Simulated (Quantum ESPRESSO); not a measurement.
## Several settings converged on a (111) slab of VH2 (cut from a parent of space group no. 225; 6 atoms in the cell)

```yaml
crystal:
  lattice:
    - [2.97533, 0.00000, 0.00000]
    - [1.48766, 2.57671, 0.00000]
    - [0.00000, 0.00000, 17.64409]
  atoms:
    - { symbol: H, position: [0.66667, 0.66667, 0.46558] }
    - { symbol: H, position: [0.00000, 0.00000, 0.39673] }
    - { symbol: H, position: [0.00000, 0.00000, 0.60327] }
    - { symbol: H, position: [0.33333, 0.33333, 0.53442] }
    - { symbol: V, position: [0.33333, 0.33333, 0.43116] }
    - { symbol: V, position: [0.66667, 0.66667, 0.56884] }
```

Base method: PBEsol, PseudoDojo standard norm-conserving (PBESOL) pseudopotentials (plane waves; Quantum ESPRESSO).

Base settings: ecutwfc = 85 Ry; occupations = smearing; smearing = gauss; degauss = 0.0073499 Ry; potentials = {H: H.upf, V: V.upf}; K_POINTS = automatic 6 6 1 0 0 0; conv_thr = 1e-10 Ry; mixing_beta = 0.3.

The count of work is k-points × plane waves × bands × iterations; it is no time. Core times come from one kind of shared machine, to one figure; runs under 30 s give none.

**The vacuum**

The mesh stays at the base's, so the ladder's end is converged at best in this setting alone.

Only quantities that move along the ladder and can be compared are tabulated.

```tsv
vacuum between outermost atoms (Å)	free energy less the last step's (meV/atom)	largest difference of a force vector from the last step's (eV/Å)	count of work / last
3.0	-10.39	0.240	0.17
5.0	-0.76	0.026	0.27
7.0	-0.18	0.003	0.34
10.0	-0.01	0.001	0.38
14.0	0.00	0.001	0.56
30.0	0.00	0.000	1.0
```

Smallest vacuum between outermost atoms (Å) that holds the forces within 0.01 eV/Å of the last step, with all finer ones: 7.0, at 0.34 of the last step's count of work; the step before is off by 0.026 eV/Å.

Smallest vacuum between outermost atoms (Å) that holds the free energy within 0.5 meV/atom of the last step, with all finer ones: 7.0, at 0.34 of the last step's count of work; the step before is off by 0.76 meV/atom.

**The k-point mesh**

Only quantities that move along the ladder and can be compared are tabulated.

| K_POINTS | free energy less the last step's (meV/atom) | largest difference of a force vector from the last step's (eV/Å) | count of work / last | core time / last (rough) |
|---|---|---|---|---|
| automatic 3 3 1 0 0 0 | -15.56 | 0.528 | 0.034 | – |
| automatic 5 5 1 0 0 0 | 2.93 | 0.068 | 0.053 | – |
| automatic 6 6 1 0 0 0 | -0.42 | 0.047 | 0.079 | 0.08 |
| automatic 8 8 1 0 0 0 | -0.56 | 0.017 | 0.099 | 0.1 |
| automatic 11 11 1 0 0 0 | 0.15 | 0.002 | 0.16 | 0.1 |
| automatic 33 33 1 0 0 0 | 0.00 | 0.000 | 1.0 | 1 |

Coarsest K_POINTS that holds the forces within 0.02 eV/Å of the last step, with all finer ones: automatic 8 8 1 0 0 0, at 0.099 of the last step's count of work and about 0.1 of the last step's time; the step before is off by 0.047 eV/Å.

Coarsest K_POINTS that holds the free energy within 1 meV/atom of the last step, with all finer ones: automatic 6 6 1 0 0 0, at 0.079 of the last step's count of work and about 0.08 of the last step's time; the step before is off by 2.9 meV/atom.

**The plane-wave cutoff**

The mesh stays at the base's, so the ladder's end is converged at best in this setting alone.

Only quantities that move along the ladder and can be compared are tabulated.

| ecutwfc | free energy less the last step's (meV/atom) | largest difference of a force vector from the last step's (eV/Å) | count of work / last | core time / last (rough) |
|---|---|---|---|---|
| 42 Ry | 1475.58 | 1.000 | 0.11 | – |
| 51 Ry | 381.27 | 0.241 | 0.15 | – |
| 59 Ry | 92.07 | 0.086 | 0.22 | – |
| 85 Ry | 0.38 | 0.001 | 0.35 | 0.2 |
| 102 Ry | 0.28 | 0.000 | 0.47 | 0.3 |
| 170 Ry | 0.00 | 0.000 | 1.0 | 1 |

Coarsest ecutwfc that holds the forces within 0.005 eV/Å of the last step, with all finer ones: 85 Ry, at 0.35 of the last step's count of work and about 0.2 of the last step's time; the step before is off by 0.086 eV/Å.

Coarsest ecutwfc that holds the free energy within 2 meV/atom of the last step, with all finer ones: 85 Ry, at 0.35 of the last step's count of work and about 0.2 of the last step's time; the step before is off by 92 meV/atom.

On the base run: the starting cell comes from a database of computed structures (which also holds hypothetical and non-ambient phases and stackings), without a prior relaxation at this level. The slab is cut from that crystal, and its faces are unrelaxed. Its lattice was rescaled by up to half a per cent. Spin polarisation is off. In the base run, forces exceed 1 eV/Å. Without a gap this mesh is coarse (it stands for a supercell whose shortest in-plane vector is 18 Å).
